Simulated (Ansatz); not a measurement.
## A computed series for In2Ge2O7: pressure series

Start from In$_{2}$Ge$_{2}$O$_{7}$ (space group C2/m, No. 12; a = 6.6545 Å, b = 8.8677 Å, c = 4.9604 Å, α = 90.00°, β = 102.09°, γ = 90.00°).

Cell and atoms are relaxed at each pressure.

The values are results of PBEsol/PAW in Ansatz (a first-principles code), spin-orbit coupling left out, not measurements.

```tsv
P (GPa)	V (Å³/atom)
-1.99	13.204
0.71	12.945
1.50	12.871
2.99	12.735
5.00	12.559
7.49	12.345
10.00	12.132
```

### Question
Fit a third-order Birch–Murnaghan equation of state.

### Answer
Least squares on P(V) = (3B₀/2)[(V₀/V)^(7/3) − (V₀/V)^(5/3)]·[1 + (3/4)(B₀′ − 4)((V₀/V)^(2/3) − 1)] gives V₀ = 13.01 Å³/atom, B₀ = 138 GPa and B₀′ = 1.3.

Load acts through the strain it causes; cell and atoms are relaxed under it. No phonon test of stability was made. Competing high-pressure phases were not computed.
